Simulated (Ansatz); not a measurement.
Consider the following.

```yaml
crystal:
  lattice:
    - [6.08072, 0.00000, 0.00000]
    - [0.00000, 6.08072, 0.00000]
    - [0.00000, 0.00000, 3.36683]
  atoms:
    - { symbol: W, position: [0.50000, 0.50000, 0.50000] }
    - { symbol: W, position: [0.00000, 0.00000, 0.00000] }
    - { symbol: Se, position: [0.78633, 0.78633, 0.50000] }
    - { symbol: Se, position: [0.28633, 0.71367, 0.00000] }
    - { symbol: Se, position: [0.71367, 0.28633, 0.00000] }
    - { symbol: Se, position: [0.21367, 0.21367, 0.50000] }
```

No spin polarisation.

All numbers come from r2SCAN in Ansatz (plane waves to 500 eV, PAW, scalar-relativistic without spin-orbit coupling). Settings: 8×8×14 k-points, 0.05 eV Fermi–Dirac smearing.

Problem. Predict the band gap.

Solution. Zero.

Problem. Predict the pressure (mean of the normal stresses, compression positive).

Solution. 4.2 GPa.

Problem. What space group does the calculation give?

Solution. P4_2/mnm (No. 136).

The cells carry an imposed strain or load. Stability against distortions was not tested. All final runs are without spin polarisation. The cell was made from WSe2 in the rutile structure (space group P4_2/mnm, No. 136; a hypothetical phase, not in the database extracts checked) by this change: isotropic strain −1.04 %. WSe2 has a high density of states at the Fermi level and may be magnetic at this level.

Ansatz is an electronic-structure program.
